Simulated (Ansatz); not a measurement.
**MoS2: response to strain**

Consider MoS2 (space group P6_3/mmc, No. 194; layered, stacked along the Cartesian z axis).

```
CELL_PARAMETERS angstrom
      3.10900     0.00000     0.00000
     -1.55450     2.69247     0.00000
      0.00000     0.00000    11.70898
ATOMIC_POSITIONS crystal
  Mo 0.66667 0.33333 0.25000
  Mo 0.33333 0.66667 0.75000
  S  0.66667 0.33333 0.88351
  S  0.33333 0.66667 0.38351
  S  0.33333 0.66667 0.11649
  S  0.66667 0.33333 0.61649
```

Cartesian axes are those of the cell as printed.

Strains are applied to the cell and any free atomic positions relax.

The values are results of plane-wave PAW DFT at the PBEsol-D3(BJ) level (Ansatz, a quantum-chemistry and plane-wave program, 420 eV), no spin-orbit coupling, not measurements.

```tsv
case	band gap	hole mass	smallest direct gap
base	0.52 eV	1.1 mₑ along c, 0.50 mₑ across (at Γ)	1.79 eV
uniaxial strain ε_zz = +0.60 %	0.56 eV	1.1 mₑ along z, 0.53 mₑ across (at Γ)	1.80 eV
uniaxial strain ε_zz = +1.20 %	0.60 eV	1.0 mₑ along z, 0.56 mₑ across (at Γ)	1.81 eV
uniaxial strain ε_zz = +1.80 %	0.64 eV	1.0 mₑ along z, 0.60 mₑ across (at Γ)	1.81 eV
uniaxial strain ε_zz = +2.40 %	0.68 eV	0.97 mₑ along z, 0.63 mₑ across (at Γ)	1.82 eV
uniaxial strain ε_zz = +3.00 %	0.72 eV	0.94 mₑ along z, 0.66 mₑ across (at Γ)	1.83 eV
```

Effective masses come from finite differences of ±0.01 Å⁻¹. No phonon test of stability was made.
